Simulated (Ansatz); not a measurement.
Hypothetical diamond Zn: pressure series

Base system: Zn in the diamond structure (space group Fd-3m, No. 227; a hypothetical phase, not in the database extracts checked).

```
CELL_PARAMETERS angstrom
      0.00000     2.91341     2.91341
      2.91341     0.00000     2.91341
      2.91341     2.91341     0.00000
ATOMIC_POSITIONS crystal
  Zn 0.25000 0.25000 0.25000
  Zn 0.00000 0.00000 0.00000
```

Cell and atoms are relaxed at each pressure.

Levels (all Ansatz, an electronic-structure program, PAW): PBE (420 eV, without spin-orbit coupling); PBEsol (420 eV, no SOC).

The base cell above is that of PBE; each level relaxes its own structures.

| case | lattice parameter a, PBE | lattice parameter a, PBEsol |
|---|---|---|
| pressure −2 GPa | 6.013 Å | ___ |
| pressure −1 GPa | 5.909 Å | 5.714 Å |
| pressure 0.3 GPa | 5.804 Å | ___ |
| pressure 0.7 GPa | 5.777 Å | 5.620 Å |
| pressure 1.5 GPa | 5.727 Å | ___ |
| pressure 3 GPa | 5.650 Å | ___ |
| pressure 5 GPa | 5.568 Å | 5.458 Å |
| pressure 7.5 GPa | 5.486 Å | 5.389 Å |
| pressure 10 GPa | 5.419 Å | 5.331 Å |

What belongs in the blanks?


- pressure −2 GPa, lattice parameter a, PBEsol: 5.787 Å
- pressure 0.3 GPa, lattice parameter a, PBEsol: 5.640 Å
- pressure 1.5 GPa, lattice parameter a, PBEsol: 5.583 Å
- pressure 3 GPa, lattice parameter a, PBEsol: 5.525 Å

PBE lies above PBEsol in every row, by 0.088 Å to 0.226 Å. They put the cases in the same order.

Load acts through the strain it causes; cell and atoms are relaxed under it. No phonon test of stability was made. No other phases were tried under pressure.
